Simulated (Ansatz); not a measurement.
F on the 1x1 (111) surface of fcc Pt, one in a 2x2 cell, energies for each (27.3 Å²). Energies are against ½ F2(g), without zero-point or thermal terms; each row is named by its start.

Computed with PBE (plane waves to 420 eV, PAW; Ansatz, a program for electronic structure).

Task: Which site binds most strongly?
(A) bridge Pt-Pt (span 2.8 Å)
(B) top Pt
(C) hollow Pt-Pt-Pt over Pt at depth 4.6 Å
(D) hollow Pt-Pt-Pt over Pt at depth 2.3 Å

Result: B, top Pt. Adsorption energies: top Pt -1.77 eV; bridge Pt-Pt (span 2.8 Å) -1.58 eV; hollow Pt-Pt-Pt over Pt at depth 4.6 Å -1.45 eV; hollow Pt-Pt-Pt over Pt at depth 2.3 Å -1.30 eV.
